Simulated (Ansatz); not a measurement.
**CdSe, pressure series**

Take CdSe in the zinc blende structure (space group F-43m, No. 216; a = 6.1963 Å) as the base.

Cell and atoms are relaxed at each pressure.

Level of theory: Ansatz (a first-principles code), PBE, PAW, cutoff 420 eV, without spin-orbit coupling.

Candidates:
(a) pressure 9 GPa
(b) pressure 22.5 GPa
(c) pressure 0.9 GPa
(d) pressure −2 GPa
(e) pressure 4.5 GPa

Before the change:

The band gap comes out as 0.49 eV.

**Question.** Order them by band gap, lowest first.

**Answer.** (d) pressure −2 GPa (0.39 eV), (c) pressure 0.9 GPa (0.53 eV), (e) pressure 4.5 GPa (0.66 eV), (a) pressure 9 GPa (0.79 eV), (b) pressure 22.5 GPa (1.02 eV)

Load acts through the strain it causes; cell and atoms are relaxed under it. No phonon test of stability was made. Tetrahedral semiconductors of this kind turn to denser phases somewhere between about 1 and 50 GPa; those were not computed, so compressed cells here can lie past the real transition.
